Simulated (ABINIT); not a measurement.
Input and output of a self-consistent single point for Pt (Fm-3m, 1 atom in the cell) (ABINIT)

Method of the run: PBE, PAW (JTH v2.0 PBE PAW) (plane waves; ABINIT).

The input file:

```
# Pt, JTH v2.0 PBE PAW
pp_dirpath "./"
pseudos "Pt.GGA_PBE-JTH.xml"
acell 5.2380535766 5.2380535766 5.2380535766
rprim
        -0.0000000000    0.7071067812    0.7071067812
         0.7071067812   -0.0000000000    0.7071067812
         0.7071067812    0.7071067812   -0.0000000000
natom 1
ntypat 1
znucl 78
typat 1
xcart
         0.0000000000    0.0000000000    0.0000000000
      Angstrom
ecut 21
pawecutdg 42
pawxcdev 0
ixc 11
occopt 7
tsmear 0.00499791
nband 10
kptopt 1
ngkpt 12 12 12
nshiftk 1
shiftk 0 0 0
nstep 50
tolvrs 1.0e-10
prtwf 0
prtden 0
prtvol 1
enunit 1
```

Output (repeated stretches shortened):

```
 Symmetries : space group Fm -3 m (#225); Bravais cF (face-center cubic)

 -outvars: echo values of preprocessed input variables --------
            acell      5.2380535766E+00  5.2380535766E+00  5.2380535766E+00 Bohr
             ecut      2.10000000E+01 Hartree
           enunit           1
              ixc          11
         kptrlatt       12    0    0      0   12    0      0    0   12
          kptrlen      6.28566429E+01
            natom           1
            nband          10
            ngfft          24      24      24
          ngfftdg          32      32      32
             nkpt          72
            nstep          50
             nsym          48
           ntypat           1
           occopt           7
        pawecutdg      4.20000000E+01 Hartree
         pawxcdev           0
            rprim     -0.0000000000E+00  7.0710678120E-01  7.0710678120E-01
                       7.0710678120E-01 -0.0000000000E+00  7.0710678120E-01
                       7.0710678120E-01  7.0710678120E-01 -0.0000000000E+00
          spgroup         225
           tolvrs      1.00000000E-10
           tsmear      4.99791000E-03 Hartree
            typat      1
           useylm           1
            znucl       78.00000

== DATASET  1 ==================================================================

 Exchange-correlation functional for the present dataset will be:
  GGA: Perdew-Burke-Ernzerhof functional - ixc=11
 Citation for XC functional:
  J.P.Perdew, K.Burke, M.Ernzerhof, PRL 77, 3865 (1996)

 Real(R)+Recip(G) space primitive vectors, cartesian coordinates (Bohr,Bohr^-1):
 R(1)=  0.0000000  3.7038632  3.7038632  G(1)= -0.1349942  0.1349942  0.1349942
 R(2)=  3.7038632  0.0000000  3.7038632  G(2)=  0.1349942 -0.1349942  0.1349942
 R(3)=  3.7038632  3.7038632  0.0000000  G(3)=  0.1349942  0.1349942 -0.1349942
 Unit cell volume ucvol=  1.0162366E+02 bohr^3
 Angles (23,13,12)=  6.00000000E+01  6.00000000E+01  6.00000000E+01 degrees

 Coarse grid specifications (used for wave-functions):

 getcut: wavevector=  0.0000  0.0000  0.0000  ngfft=  24  24  24
         ecut(hartree)=     21.000   => boxcut(ratio)=   2.22109

 Fine grid specifications (used for densities):

 getcut: wavevector=  0.0000  0.0000  0.0000  ngfft=  32  32  32
         ecut(hartree)=     42.000   => boxcut(ratio)=   2.09407

   3.18926860E+02                                ecore*ucvol(ha*bohr**3)

 newkpt: prtvol=0 or 1, do not print more k-points.
_setup2: Arith. and geom. avg. npw (full set) are     466.967     466.942

--- !BeginCycle
solver: {iscf: 17, nstep: 50, nline: 4, wfoptalg: 10, }
tolerances: {tolvrs: 1.00E-10, }
...

     iter   Etot(hartree)      deltaE(h)  residm     nres2
 ETOT  1  -26.893578265409    -2.689E+01 6.283E-01 1.182E+01
 ETOT  2  -27.051906725588    -1.583E-01 6.664E-02 6.683E+00
 ETOT  3  -27.022067618315     2.984E-02 1.717E-02 9.170E-01
 ETOT  4  -27.021539225388     5.284E-04 1.233E-02 3.013E-01
 ETOT  5  -27.021264974478     2.743E-04 2.868E-03 4.703E-02
 ETOT  6  -27.021343698948    -7.872E-05 2.398E-03 3.090E-02
   [... 23 lines left out ...]
 ETOT 30  -27.021393744167     1.321E-10 1.119E-05 6.249E-09
 ETOT 31  -27.021393744174    -7.574E-12 1.218E-05 2.150E-09
 ETOT 32  -27.021393744175    -2.878E-13 1.020E-05 2.432E-10
 ETOT 33  -27.021393744176    -1.631E-12 1.076E-05 4.190E-10
 ETOT 34  -27.021393744176     7.141E-13 9.254E-06 6.564E-12

 At SCF step   34       nres2   =  6.56E-12 < tolvrs=  1.00E-10 =>converged.

 Cartesian components of stress tensor (hartree/bohr^3)
  sigma(1 1)= -3.84423465E-04  sigma(3 2)=  0.00000000E+00
  sigma(2 2)= -3.84423465E-04  sigma(3 1)=  0.00000000E+00
  sigma(3 3)= -3.84423465E-04  sigma(2 1)=  0.00000000E+00

 ----iterations are completed or convergence reached----

 reduced coordinates (array xred) for    1 atoms
       0.000000000000      0.000000000000      0.000000000000
 cartesian forces (eV/Angstrom) at end:
    1     -0.00000000000000    -0.00000000000000    -0.00000000000000
 frms,max,avg= 0.0000000E+00 0.0000000E+00   0.000E+00  0.000E+00  0.000E+00 e/A
 length scales=  5.238053576600  5.238053576600  5.238053576600 bohr
              =  2.771858570110  2.771858570110  2.771858570110 angstroms
 Fermi (or HOMO) energy (eV) =   9.35051   Average Vxc (eV)= -12.45127
 Eigenvalues (   eV  ) for nkpt=  72  k points:
 kpt#   1, nband= 10, wtk=  0.00058, kpt=  0.0000  0.0000  0.0000 (reduced coord)
  -0.90501    5.53844    5.53844    5.53844    7.69828    7.69828   24.75867   29.69848
  29.69848   29.69848
 prteigrs : prtvol=0 or 1, do not print more k-points.

--- !EnergyTerms
comment             : Components of total free energy in Hartree
kinetic             :  8.23367312328059E+00
hartree             :  2.03081980589751E+00
xc                  : -2.91608740504143E+00
Ewald energy        : -3.09464862848307E+01
psp_core            :  3.13831321660058E+00
local_psp           : -8.96954188033344E+00
spherical_terms     :  2.40855130485530E+00
internal            : -2.70207581195716E+01
'-kT*entropy'       : -6.34498712507919E-04
total_energy        : -2.70213926182841E+01
total_energy_eV     : -7.35289486967900E+02
...

-Cartesian components of stress tensor (GPa)         [Pressure=  1.1310E+01 GPa]
- sigma(1 1)= -1.13101269E+01  sigma(3 2)=  0.00000000E+00
- sigma(2 2)= -1.13101269E+01  sigma(3 1)=  0.00000000E+00
- sigma(3 3)= -1.13101269E+01  sigma(2 1)=  0.00000000E+00

 Calculation completed.
```

The run converged in 34 iterations.

The starting cell has typed, rounded lattice constants, without a prior relaxation at this level. Spin polarisation is off. With a pressure of about 11 GPa the cell is away from its equilibrium volume at this level.

Cost on one core of a shared machine: roughly 60 s.
